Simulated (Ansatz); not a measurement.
An Ansatz (a quantum-chemistry and plane-wave program) input (PBE (Ansatz, PAW, no spin-orbit coupling)):

Ansatz 0.2 input:
```yaml
crystal:
  lattice:
    - [4.4340643006, 0, 0]
    - [0, 4.4340643006, 0]
    - [0, 0, 4.4340643006]
  atoms:
    - { symbol: Mg, position: [0, 0.5, 0.5] }
    - { symbol: Mg, position: [0.5, 0, 0.5] }
    - { symbol: Mg, position: [0.5, 0.5, 0] }
    - { symbol: Pb, position: [0, 0, 0] }
    - { symbol: O, position: [0.5, 0.5, 0.5] }
basis: { ecutwfc: 420, ecutrho_ratio: 4, xc_grid: 2, fft_grid_basis: typed }
kpoints: { mp_grid: { grid: [11, 11, 11] } }
hamiltonian:
  xc: pbe
  dispersion: none
  pseudopotentials: { kind: paw }
scf: { occupations: { method: fermi_dirac, width: 0.05 }, convergence: { dr2_threshold: 0.0000000005 } }
output: { forces: true, stress: true }
checkpoint: { write: state.ck, write_every: 1000 }
```

Question: Which symmetry and how many k-points will the program report, and about how many plane waves at Γ?

Answer: Space group Pm-3m (ITA 221) with 48 operations, k-points 56 of 1331, and 1743 plane waves at Γ.

Stability against distortions was not tested. The final runs are not spin-polarised. The cell is Mg$_{3}$PbO in the anti-perovskite structure (space group Pm-3m, No. 221; a hypothetical phase, not in the database extracts checked).
